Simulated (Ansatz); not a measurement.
A computed series for Nb: response to strain

Base system: Nb in the bcc (W type) structure (space group Im-3m, No. 229; a = 3.304 Å; relaxed with 0.1 eV smearing). Axes: x, y, z lie along the cube axes.

Strains are applied to the cell and any free atomic positions relax.

Method: r2SCAN, PAW, 500 eV (Ansatz, a program for electronic structure; scalar-relativistic without spin-orbit coupling).

Notes on the quantities. pressure: mean of the normal stresses, compression positive; energy relative to the base: free energy F.

```json
[
 {"variant": "base", "pressure": "0.0 GPa", "shortest interatomic distance": "2.862 Å", "energy relative to the base": "0 meV/atom"},
 {"variant": "uniaxial strain ε_zz = −3.00 %", "pressure": "5.6 GPa", "shortest interatomic distance": "2.833 Å", "energy relative to the base": "+13 meV/atom"},
 {"variant": "uniaxial strain ε_zz = −2.50 %", "pressure": "4.6 GPa", "shortest interatomic distance": "2.838 Å", "energy relative to the base": "+9.1 meV/atom"},
 {"variant": "uniaxial strain ε_zz = −2.00 %", "pressure": "3.7 GPa", "shortest interatomic distance": "2.843 Å", "energy relative to the base": "+5.8 meV/atom"},
 {"variant": "uniaxial strain ε_zz = −1.50 %", "pressure": "2.7 GPa", "shortest interatomic distance": "2.848 Å", "energy relative to the base": "+3.2 meV/atom"},
 {"variant": "uniaxial strain ε_zz = −1.00 %", "pressure": "1.8 GPa", "shortest interatomic distance": "2.852 Å", "energy relative to the base": "+1.4 meV/atom"},
 {"variant": "uniaxial strain ε_zz = −0.50 %", "pressure": "0.9 GPa", "shortest interatomic distance": "2.857 Å", "energy relative to the base": "+0.4 meV/atom"}
]
```

Stability against distortions was not tested. All final runs are without spin polarisation.
